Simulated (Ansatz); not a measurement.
## How the band gap of MoSeS (P-3m1, No. 164; start mp-1221404) moves with the method

No measured value is used here.

| level (code) | value (eV) |
|---|---|
| LDA (Ansatz) | 0.48 |
| PBEsol+SOC (Ansatz) | 0.50 (indirect) |
| r²SCAN+SOC (Ansatz) | 0.66 (indirect) |

Computed values are for a static lattice. Spin–orbit coupling is included only where a level's name says +SOC; with heavier elements it mostly lowers gaps and can invert bands.  Values are at the PBE-D3(BJ) cell. Cutoffs differ between the levels. Ansatz's density-functional and Hartree–Fock values are scalar-relativistic unless marked +SOC, with PAW data made under PBE.

A start named mp-… is a Materials Project structure, which can be a computed phase never made.

Ansatz is a program for electronic structure.
